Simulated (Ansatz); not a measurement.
Structures of equal composition on the (111) surface of fcc Ag: a layer of Rh in place of the second plane; a layer of Rh in place of the third plane. The slabs share one bottom face, and each structure is named by its start. These are constructed structures in small cells; real faces may alloy, dewet or reconstruct in larger ones, and not all known structures of the face are among them. Slabs of about 12 Å, Fermi-Dirac smearing of 0.1 eV. Bottom of the slabs: a bare face, its two planes held. Relaxed from the named starts with such symmetry as they have, on meshes of like density; energies extrapolated to zero smearing; spin only where a row says so; no spin-orbit coupling, no U. Brackets mark spin-polarised runs, whose order is one that fits the cell.

The numbers are results of PBE (plane waves to 420 eV, PAW; Ansatz, a first-principles code), not measurements.

Problem. Order them by energy per 1x1 cell (lowest first) at the level PBE.

Solution. a layer of Rh in place of the third plane (0.000 eV), a layer of Rh in place of the second plane (0.072 eV)
